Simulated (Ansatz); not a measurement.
Base system: MgF$_{2}$ in the rutile structure (space group P4_2/mnm, No. 136).

```yaml
crystal:
  lattice:
    - [4.69945, 0.00000, 0.00000]
    - [0.00000, 4.69945, 0.00000]
    - [0.00000, 0.00000, 3.09382]
  atoms:
    - { symbol: Mg, position: [0.50000, 0.50000, 0.50000] }
    - { symbol: Mg, position: [0.00000, 0.00000, 0.00000] }
    - { symbol: F, position: [0.69642, 0.69642, 0.00000] }
    - { symbol: F, position: [0.30358, 0.30358, 0.00000] }
    - { symbol: F, position: [0.80358, 0.19642, 0.50000] }
    - { symbol: F, position: [0.19642, 0.80358, 0.50000] }
```

The values are results of PBE (Ansatz, an electronic-structure program; PAW; 420 eV plane waves; no spin-orbit coupling), earlier PAW set, not measurements.

One change was made to it. Results:

The lattice parameter a decreases by 0.572 Å, from 4.699 Å to 4.127 Å; the gap character is still direct at Γ; the valence-band top at Γ (three highest levels, from the VBM) goes from 0.00, -0.31, -0.31 eV to 0.00, -0.32, -0.32 eV.

### Question
What was done to the base?
A) pressure −1 GPa
B) pressure 15 GPa
C) pressure −2 GPa
D) pressure 75 GPa
E) pressure 30 GPa

### Answer
D, pressure 75 GPa. For comparison, the valence-band top at Γ in the other runs: pressure 15 GPa gives 0.00, -0.33, -0.33 eV; pressure −2 GPa gives 0.00, -0.31, -0.31 eV; pressure 30 GPa gives 0.00, -0.33, -0.33 eV; pressure −1 GPa gives 0.00, -0.31, -0.31 eV.

Load acts through the strain it causes; cell and atoms are relaxed under it. Stability against distortions was not tested. No other phases were tried under pressure.
